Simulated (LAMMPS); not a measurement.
Fault surfaces of Al (fcc) on several planes, rigid shifts with relaxation along the normal.

All values are model results, not measurements: classical force field (static), pair style eam/alloy, file AlCu.eam.alloy, run in LAMMPS.

| plane | largest on the first line | largest on the surface | first line along |
|---|---|---|---|
| (001) | 350 mJ/m² | 592 mJ/m² | [1-10] |
| (110) | 705 mJ/m² | 880 mJ/m² | [001] |
| (111) | 219 mJ/m² | 358 mJ/m² | [1-10] |
